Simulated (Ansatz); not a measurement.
KF (Pm-3m, No. 221, 2 atoms in the cell; start mp-8454; a measured phase of this formula has another space group), treated with LDA (plane waves, PAW; Ansatz, a first-principles code).

Numerical settings: plane-wave cutoff 520 eV, 10×10×10 k mesh, Fermi–Dirac smearing 0.01 eV, scalar-relativistic PAW data made under PBE.

Cell (relaxed with PBEsol):

Space group Pm-3m (No. 221); a = 3.176 Å, b = 3.176 Å, c = 3.176 Å, α = 90.00°, β = 90.00°, γ = 90.00°

| atom | site | symmetry | x | y | z |
|---|---|---|---|---|---|
| K | 1a | m-3m | 0.0000 | 0.0000 | 0.0000 |
| F | 1b | m-3m | 0.5000 | 0.5000 | 0.5000 |

Task: What does this level give for the band gap and smallest direct gap on the k points sampled?

Result: 
- band gap: 6.48 eV (indirect)
- smallest direct gap on the k points sampled: 6.52 eV

Note: cell and atoms aren't relaxed at this level (pressure -3.7 GPa).

The computed numbers hold no vibrational or temperature effects.

Computing time: very roughly 4 core-seconds.

A start named mp-… is a Materials Project structure, which need not be a measured phase.
